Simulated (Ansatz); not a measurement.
Ansatz (a first-principles code) run on Li3Ag (I4mm, 4 atoms in the cell): self-consistent single point.

Computed with PBEsol, default PAW files made with PBE (plane waves; Ansatz).

The change in words: lattice scaled by 0.98; basis.ecutwfc: 420 eV → 170 eV. Reference geometry:
```
CELL_PARAMETERS angstrom
     -2.10280     2.10280     3.65758
      2.10280    -2.10280     3.65758
      2.10280     2.10280    -3.65758
ATOMIC_POSITIONS crystal
  Li 0.25000 0.75000 0.50000
  Li 0.75000 0.25000 0.50000
  Li 0.50684 0.50684 0.00000
  Ag 0.00000 0.00000 0.00000
```

Reference input (self-consistent single point, DFT, PBEsol, plane waves, default PAW files made with PBE): basis.ecutwfc = 420 eV; kpoints.mp_grid.grid = 11 11 11; hamiltonian.xc = pbesol; hamiltonian.pseudopotentials = {kind: paw} (the program's default PAW files); scf.occupations.method = gaussian; scf.occupations.width = 0.1 eV. This run's input differs from it in these lines:

Ansatz 0.2 input:
```diff
@@ -3,5 +3,5 @@
   lattice:
-    - [-2.102798, 2.102798, 3.657579]
-    - [2.102798, -2.102798, 3.657579]
-    - [2.102798, 2.102798, -3.657579]
+    - [-2.060742, 2.060742, 3.584427]
+    - [2.060742, -2.060742, 3.584427]
+    - [2.060742, 2.060742, -3.584427]
   atoms:
@@ -12,3 +12,3 @@
 basis:
-  ecutwfc: 420.0 eV
+  ecutwfc: 170.0 eV
 kpoints:
```

Output, abridged:

```
SCF iter   1: F=—  HF=-8104.515599 eV  |F-HF|=—  |Δ(HF+E_count)|=         —  Δρ=2.00e-1  dr2=1.65e1  ethr=1.77e-3  ⟨swp⟩=4.0  Hψ=8366  notcnv=0
all-band conjugate gradients solve this SCF's bands
preconditioner: auto → Kerker (q_TF=auto, 2.397 Å⁻¹)
SCF iter   2: F=—  HF=-8099.497171 eV  |F-HF|=—  |Δ(HF+E_count)|=    5.02e0  Δρ=9.40e-2  dr2=3.52e0  ethr=1.77e-3  ⟨swp⟩=2.0  Hψ=5519  notcnv=0  defer=25
   [... lines left out ...]
SCF iter   6: F=—  HF=-8098.119565 eV  |F-HF|=—  |Δ(HF+E_count)|=   1.36e-4  Δρ=1.55e-4  dr2=2.30e-5  ethr=2.07e-6  ⟨swp⟩=2.1  Hψ=2887  notcnv=0  defer=24
SCF iter   7: F=—  HF=-8098.120044 eV  |F-HF|=—  |Δ(HF+E_count)|=   4.80e-4  Δρ=3.51e-5  dr2=1.53e-6  ethr=8.21e-8  ⟨swp⟩=2.0  Hψ=3099  notcnv=0  defer=24
SCF iter   8: F=—  HF=-8098.120044 eV  |F-HF|=—  |Δ(HF+E_count)|=   4.61e-7  Δρ=1.31e-5  dr2=1.96e-7  ethr=5.46e-9  ⟨swp⟩=2.0  Hψ=3505  notcnv=0  defer=24
SCF iter   9: F=-8098.120044 eV  HF=-8098.120044 eV  |F-HF|=2.64e-9  |Δ(HF+E_count)|=   7.05e-8  Δρ=3.43e-6  dr2=9.04e-9  ethr=3.57e-10  ⟨swp⟩=4.0  Hψ=6289  notcnv=0
SCF 1 converged in 9 iterations: F = -8098.120044 eV  dr2 = 9.04e-9
Free energy (F): -8098.120044 eV
Internal energy: -8098.113533 eV  (E = F + TS)
E sigma→0 (E₀):  -8098.116788 eV
Entropy (-TS):   -0.006510 eV (-1.628 meV/atom)
Fermi energy:    6.613650 eV
--- Forces (eV/Å), atoms counted from 1 ---
  atom   1  Li    -0.00000000     0.00000000     0.05810535
  atom   2  Li     0.00000000    -0.00000000     0.05810535
  atom   3  Li     0.00000000     0.00000000    -0.11427485
  atom   4  Ag     0.00000000    -0.00000000    -0.00192814
--- Stress (GPa, compression-positive) ---
        2.014620       0.000000       0.000000
        0.000000       2.014620      -0.000000
        0.000000      -0.000000       1.720480
  P = ⅓ Tr σ = 1.9166 GPa (19.166 kbar)
  The stress holds the Pulay correction. Without it, at fixed plane waves, as pw.x and ABINIT print it: P = -352.7320 GPa
```

The run converged in 9 iterations. Against the reference run the free energy rises by 8.41 eV/atom, the pressure goes from 0.01 to 1.92 GPa and the largest force moves little (0.110 to 0.114 eV/Å).

The starting cell comes from a database of computed structures (which also holds hypothetical and non-ambient phases and stackings), without a prior relaxation at this level. Its lattice was rescaled by up to half a per cent. One atom was moved a little off its site on purpose. For this run, on top of that: lattice scaled by 0.98. Ansatz's pressure includes its estimate of the finite-basis (Pulay) stress. Without the estimate this run gives -352.73 GPa. The cutoff lies below the one recommended for these files.
